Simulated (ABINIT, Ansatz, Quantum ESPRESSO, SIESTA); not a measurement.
Code comparison for YBRh3 (Pm-3m, 5 atoms in the cell)

Self-consistent single point.

```xyz
5
Lattice="4.1788 0.0000 0.0000 0.0000 4.1788 0.0000 0.0000 0.0000 4.1788" Properties=species:S:1:pos:R:3 pbc="T T T"
Y      0.0000     0.0000     0.0000
B      2.0894     2.0894     2.0894
Rh     0.0000     2.0894     2.0894
Rh     2.0894     0.0000     2.0894
Rh     2.0894     2.0894     0.0000
```

All programs got the same cell, k-point mesh and kind of occupations (in Ansatz's words: kpoints.mp_grid.grid = 7 7 7; scf.occupations.method = gaussian; scf.occupations.width = 0.136 eV); potentials, basis and cutoffs are each program's usual ones.

```csv
code,model,pressure (GPa),k-points,cutoff
Quantum ESPRESSO,"PBEsol, GBRV 1.5 ultrasoft (PBESOL) pseudopotentials",-5.06,20,40 Ry
Ansatz,"PBEsol, PAW files made with PBE",-4.08,20,default
ABINIT,"PBEsol, norm-conserving pseudopotentials (PseudoDojo nc-sr-04 PBEsol standard)",-3.81,20,44 Ha
SIESTA,"GGA PBEsol, numerical atomic orbitals DZP, PseudoDojo PBEsol standard norm-conserving potentials (rewritten from UPF to PSML)",-5.41,172,grid 400 Ry
```

The spread over the programs that give each value: pressure within 1.60 GPa.

The starting cell comes from a database of computed structures (which also holds hypothetical and non-ambient phases and stackings), without a prior relaxation at this level. On Ansatz's run: Spin polarisation is off. In the base run, with a pressure of about -4 GPa the cell is away from its equilibrium volume at this level.

Why do the programs differ, and what cannot be compared?

Differences of this kind can come from the potentials, where these differ, and from what each basis and cutoff leave unconverged. The valence holds different numbers of electrons (Quantum ESPRESSO 59, Ansatz (a first-principles code) 65, ABINIT 65, SIESTA 65). The zero of total energies and Fermi levels follows the potentials and each program's conventions, so they are not compared here. SIESTA uses small atom-centred bases, whose incompleteness enters pressures, forces and empty levels differently from a plane-wave cutoff. Ansatz's pressure is given at a fixed set of plane waves, as the other plane-wave codes print theirs; with its correction for the finite basis it is -3.99 GPa. The programs reduce the same mesh by symmetry to different extents, which changes the work and not the result. In the pressure, SIESTA (by 1.33) lies more than 1 GPa from the median of the plane-wave programs.

Left out of this page: GPAW, Elk and FLEUR (not drawn, or without a comparable value).

Keys are those of Ansatz 0.2.
